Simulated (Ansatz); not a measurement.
Take WSi₂ (space group I4/mmm, No. 139; a = 3.229 Å, c = 7.870 Å; relaxed with 0.1 eV smearing) as the base. Axes: x, y, z lie along a, b, c of the conventional cell.

Level of theory: PBE/PAW in Ansatz (a quantum-chemistry and plane-wave program), spin-orbit coupling left out.

For the base:

* **Shortest interatomic distance**: 2.605 Å
* **Pressure**: 0.0 GPa

Modification: biaxial strain +1.50 %, plane normal [001], relaxed out of plane (Cartesian); in-plane vectors clamped, the third vector and the atoms free.

Task: How does this affect the out-of-plane strain?

Result: The out-of-plane strain comes out as -0.50 %.

Task: Predict the new shortest interatomic distance.

Result: The shortest interatomic distance falls by 0.019 Å (2.605 Å → 2.586 Å).

Task: How does this affect the pressure?

Result: The pressure (mean of the normal stresses, compression positive) goes from zero to -4.7 GPa.

Stability against distortions was not tested. The final runs are not spin-polarised.
